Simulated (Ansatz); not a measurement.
Given:

```
Pt
1.0
    2.82936     0.00000     0.00000
    1.41468     2.45029     0.00000
    1.41468    -0.81676     2.21266
Pt
1
Direct
  0.00000   0.00000   0.00000
```

No spin polarisation.

Level of theory: PBEsol/PAW in Ansatz (a quantum-chemistry and plane-wave program), no spin-orbit coupling. k-mesh 29×29×29 (Γ-centred); smearing 0.1 eV (Fermi–Dirac).

Problem. Predict the pressure and band gap.

Solution. 
- Pressure (mean of the normal stresses, compression positive): -4.6 GPa
- Band gap: zero

The cells carry an imposed strain or load. Whether these cells are dynamically stable was not tested. The final runs are not spin-polarised. The cell was made from Pt in the fcc (Cu type) structure (space group Fm-3m, No. 225) by this change: biaxial strain +2.08 %, plane normal [111], relaxed out of plane.
